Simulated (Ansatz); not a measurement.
Results of PBEsol+SOC in Ansatz (plane waves, PAW) for BaGa₂H₂ (P-3m1, No. 164, 5 atoms in the cell; start COD 4123998).

The input as run:

Ansatz 0.2 input:
```yaml
crystal:
  lattice:
    - [4.5286, 0.0, 0.0]
    - [-2.2643, 3.921883, 0.0]
    - [0.0, 0.0, 4.8991]
  atoms:
    - { symbol: H, position: [0.333333, 0.666667, 0.1232] }
    - { symbol: H, position: [0.666667, 0.333333, 0.8768] }
    - { symbol: Ba, position: [0.0, 0.0, 0.0] }
    - { symbol: Ga, position: [0.333333, 0.666667, 0.468] }
    - { symbol: Ga, position: [0.666667, 0.333333, 0.532] }
basis:
  ecutwfc: 520
  ecutrho_ratio: 4
  xc_grid: 2
kpoints:
  mp_grid: { grid: [18, 18, 12] }
hamiltonian:
  xc: pbesol
  dispersion: none
  pseudopotentials: { azcp: { folder: ./paw }, kind: paw_fr }
scf:
  occupations: { method: fermi_dirac, width: 0.05 }
  convergence: { dr2_threshold: 0.0000000005 }
output:
  forces: true
  stress: true
  eigenvalues: true
magnetization:
  noncollinear: true
  spin_orbit: true
```

Question: How many irreducible k-points, plane waves at Γ does the program set up, and what pressure does the run end with?

Answer: 394 irreducible k-points, 2365 plane waves at Γ; P = -1.80 GPa, so the cell is stretched on average and its volume would shrink at this level.

Excerpt of the program's output:

```
WARN the atoms were moved onto the symmetric positions of the space group found under crystal.symmetry.tolerance 1.0e-5 (fractional …
Crystal: 5 atoms, lattice volume = 87.011 Å³
Basis set: ecut = 520 eV, 2365 PW (Γ), exchange–correlation on 72×72×80 points (8 copies of the dense FFT grid, shifted against one another)
Bands: 48, of which v1, the nominal top of the filled ones, is band 38 counted from 1 (37 counted from 0)
Symmetry: 12 space group operations + 12 with time reversal
k-points: 394 of 3888
Initial density: superposition of atomic densities (chi_scale 0.1, normalization cell, long waves kept (reshape's long-wave potential 0.00 eV rms))
Functional: x = pbesol(κ = 0.804, μ = 0.12345679012345678), c = pbesol(β = 0.046)
spin=Noncollinear: Kerker preconditioning applied to the charge; magnetization (m_x, m_y, m_z) channels mix plain (no charge-response kernel on spin).
SCF 1 converged in 12 iterations: F = -13387.736980 eV  dr2 = 4.32e-11
SCF converged after 12 iterations
Free energy (F): -13387.736980 eV
Internal energy: -13387.734886 eV  (E = F + TS)
E sigma→0 (E₀):  -13387.735933 eV
Fermi energy:    8.427594 eV
--- Forces (eV/Å), atoms counted from 1 ---
  atom   1  H     -0.00000000     0.00000000    -0.01969873
  atom   2  H      0.00000000    -0.00000000     0.01969873
  atom   3  Ba     0.00000000    -0.00000000     0.00000000
  atom   4  Ga     0.00000000    -0.00000000     0.08126647
  atom   5  Ga    -0.00000000     0.00000000    -0.08126647
--- Stress (GPa, compression-positive) ---
       -1.868279      -0.000000      -0.000000
        0.000000      -1.868279      -0.000000
       -0.000000       0.000000      -1.673244
  P = ⅓ Tr σ = -1.8033 GPa (-18.033 kbar)
```

The PAW data were made under PBE.

Note: the file's cell can be that of a phase stable at another temperature. Note: cell and atoms aren't relaxed at this level (largest force component 0.08 eV/Å, pressure -1.8 GPa).

Computing time: around 7 core-minutes (rough).

Ansatz is a quantum-chemistry and plane-wave program.
